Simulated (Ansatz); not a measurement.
Base system: Ba in the bcc (W type) structure (space group Im-3m, No. 229; a = 4.883 Å).

The values are results of plane-wave PAW DFT at the PBEsol level (Ansatz, a quantum-chemistry and plane-wave program, 420 eV), spin-orbit coupling left out, not measurements.

Base values:

- Volume per atom: 58.20 Å³

Perturbation: Nd takes the place of Ba on all its sites, then cell and atoms are relaxed.

### Question
How does this affect the volume per atom?

### Answer
The volume per atom drops by 31.67 Å³, from 58.20 Å³ to 26.53 Å³.

The magnetic state is the one reached from the starting moments; the real material's order can differ, and small cells can't hold many antiferromagnetic ones. Open 4f shells without U are poorly described, and the f state was not checked. Whether these cells are dynamically stable was not tested. For Nd in this form, whether it has been made was not checked. This is not the structure that Nd has at room temperature and ambient pressure.
